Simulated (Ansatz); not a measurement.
The parent structure is TiAl (space group P4/mmm, No. 123; a = 2.7662 Å, c = 4.0021 Å; relaxed with 0.1 eV smearing). Axes: x, y, z lie along a, b, c of the conventional cell.

Method: DFT with LDA, PAW potentials and a 420 eV plane-wave cutoff in Ansatz (a first-principles code), no spin-orbit coupling.

It is then changed as follows: the cell is compressed by 1.50 % along z with no lateral relaxation, atoms relaxed at fixed cell.

Task: Predict the stress tensor and what it implies for the stiffness.

Result: Stress of the strained cell less that of the base (GPa, compression positive):
```
    1.6     0.0     0.0
    0.0     1.6     0.0
    0.0     0.0     2.7
```

Then −Δσ_ii/ε with ε = -0.0150 gives secant stiffness values (nonlinear terms included at this strain): C33 ≈ 181 GPa, C13 ≈ 105 GPa and C23 ≈ 105 GPa.

Whether these cells are dynamically stable was not tested. The final runs are not spin-polarised.
